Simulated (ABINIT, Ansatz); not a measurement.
An ABINIT input for a self-consistent single point of PtS₂ (P-3m1, 3 atoms in the cell) (DFT, PBE, plane waves, norm-conserving pseudopotentials (PseudoDojo nc-sr-05 PBE standard)):

```
# PtS2, PseudoDojo nc-sr-05 PBE standard
pp_dirpath "./"
pseudos "Pt.upf, S.upf"
acell 3.5104838132 3.5104838132 4.9979760000 Angstrom
rprim
         0.5000000000   -0.8660254038    0.0000000000
         0.5000000000    0.8660254038    0.0000000000
         0.0000000000    0.0000000000    1.0000000000
natom 3
ntypat 2
znucl 78 16
typat 1 2 2
xcart
         0.0000000000    0.0000000000    0.0000000000
         1.7552419066    1.0133893873    1.1495344800
         1.7552419066   -1.0133893873    3.8484415200
      Angstrom
ecut 42 Ha
occopt 3
tsmear 0.00073499
nband 21
kptopt 1
ngkpt 6 6 4
nshiftk 1
shiftk 0 0 0
nstep 80
tolvrs 1.0e-10
prtwf 0
prtden 0
enunit 2
```

**Question.** Translate this input to Ansatz (a first-principles code).

**Answer.** One input that does it (others would too):

Ansatz 0.2 input:
```yaml
crystal:
  lattice:
    - [1.755242, -3.040168, 0.000000]
    - [1.755242, 3.040168, 0.000000]
    - [0.000000, 0.000000, 4.997976]
  atoms:
    - { symbol: Pt, position_ang: [0.000000, 0.000000, 0.000000] }
    - { symbol: S, position_ang: [1.755242, 1.013389, 1.149534] }
    - { symbol: S, position_ang: [1.755242, -1.013389, 3.848442] }
kpoints:
  mp_grid: { grid: [6, 6, 4] }
hamiltonian:
  xc: pbe
  pseudopotentials: { kind: paw }
scf:
  occupations: { method: fermi_dirac, width: 0.0015 Ry }
output:
  forces: true
  eigenvalues: true
  stress: true
```

Basis settings and potentials, where a program has them, do not carry over. This input uses DFT, PBE, plane waves, default PAW files. The width in Ry is rounded to four decimals.

The starting cell has typed, rounded lattice constants, without a prior relaxation at this level. Its lattice was rescaled by a random factor within 2.5 % of one. For this run, on top of that: lattice scaled by 0.98.
